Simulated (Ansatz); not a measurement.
Consider Hf vacancy in monoclinic HfO2 with all lengths changed by -1 %, charge state -4. Calculation: PBE, PAW (plane waves to 420 eV; Ansatz, a first-principles code).

Cell of 96 host sites held at the strained lattice (strain from the relaxed PBE one, atoms relaxed); the Γ point alone; Fermi-Dirac width 0.01 eV, spin-restricted; finite-size errors left in. Energies are static. Spin-orbit coupling is left out. The charge state is imposed; whether it is stable for some Fermi level was not computed. Forms of the defect that were not tried may lie lower.

Barriers: single points on a 2×2×2 k-point mesh shifted by half a step at the bands' geometries.

The step: one Hf atom jumps into the vacancy from a nearby Hf site; the atom moves 2.93 Å along (0.48, -0.08, 0.37) of the unit cell; the moving atom starts with neighbours O at 1.93, O at 1.98, O at 2.06, O at 2.24, O at 2.28, O at 2.35, O at 2.40 Å and ends with O at 1.93, O at 1.98, O at 2.06, O at 2.24, O at 2.28, O at 2.35, O at 2.40 Å.

Task: Give the migration barrier of this step at the level PBE, PAW.

Result: 2.13 eV, the same both ways. At the saddle the moving atom has neighbours O at 1.87, O at 1.95, O at 2.00, O at 2.32 Å. The saddle point's order was not checked.
